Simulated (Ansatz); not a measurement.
The parent structure is LiF in the rock salt structure (space group Fm-3m, No. 225).

```
CELL_PARAMETERS angstrom
      0.00000     2.00393     2.00393
      2.00393     0.00000     2.00393
      2.00393     2.00393     0.00000
ATOMIC_POSITIONS crystal
  Li 0.00000 0.00000 0.00000
  F  0.50000 0.50000 0.50000
```

Cartesian axes are those of the cell as printed.

All numbers come from PBEsol (Ansatz, a program for electronic structure), no SOC.

Strains are applied to the cell and any free atomic positions relax; under biaxial strain the out-of-plane vector relaxes too.

One change was made to it. Results:

| quantity | base | after |
|---|---|---|
| valence-band top at Γ (three highest levels, from the VBM) | – | 0.00, 0.00, -0.21 eV |
| shortest interatomic distance | 2.004 Å | 1.977 Å |

Which of these changes matches the shifts?
A) biaxial strain −2.50 %, plane normal [111], relaxed out of plane
B) biaxial strain −1.25 %, plane normal [111], relaxed out of plane
C) biaxial strain +2.08 %, plane normal [111], relaxed out of plane
D) biaxial strain +0.42 %, plane normal [111], relaxed out of plane

A, biaxial strain −2.50 %, plane normal [111], relaxed out of plane. For comparison, the valence-band top at Γ in the other runs: biaxial strain +0.42 %, plane normal [111], relaxed out of plane gives 0.00, -0.03, -0.03 eV; biaxial strain −1.25 %, plane normal [111], relaxed out of plane gives 0.00, 0.00, -0.10 eV; biaxial strain +2.08 %, plane normal [111], relaxed out of plane gives 0.00, -0.15, -0.15 eV.

The levels and masses belong to the bands next to the band gap. Whether these cells are dynamically stable was not tested.
